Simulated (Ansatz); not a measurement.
Take AlP in the zinc blende structure (space group F-43m, No. 216) as the base.

```yaml
crystal:
  lattice:
    - [0.00000, 2.75388, 2.75388]
    - [2.75388, 0.00000, 2.75388]
    - [2.75388, 2.75388, 0.00000]
  atoms:
    - { symbol: P, position: [0.25000, 0.25000, 0.25000] }
    - { symbol: Al, position: [0.00000, 0.00000, 0.00000] }
```

Calculations: DFT with PBE, PAW potentials and a 420 eV plane-wave cutoff in Ansatz (a program for electronic structure), scalar-relativistic without spin-orbit coupling.

Base values:

Hole mass: 0.19, 0.56, 0.56 mₑ (at Γ)
Density: 2.30 g/cm³
Band gap: 1.63 eV
Width of the top valence band: 2.72 eV

Perturbation: cell and atoms relaxed at a pressure of 15 GPa.

Task: What happens to the hole mass?

Result: The hole mass (degenerate bands, along [100]) changes from 0.19, 0.56, 0.56 mₑ (at Γ) to 0.24, 0.52, 0.52 mₑ (at Γ).

Task: What does the calculation give for the density after the change?

Result: The density grows by 0.34 g/cm³ to 2.64 g/cm³.

Task: What happens to the band gap?

Result: The band gap decreases by 0.29 eV to 1.34 eV.

Task: What happens to the width of the top valence band?

Result: The width of the top valence band goes up by 0.47 eV (2.72 eV → 3.19 eV).

Load acts through the strain it causes; cell and atoms are relaxed under it. Effective masses come from finite differences of ±0.01 Å⁻¹. No phonon test of stability was made. Measured, AlP leaves this structure (for the NiAs type) near 14.2 GPa (temperature not stated; as listed in Datta, Sujoy, Jana, Debnarayan, arXiv (2020)), on rising pressure, with hysteresis.
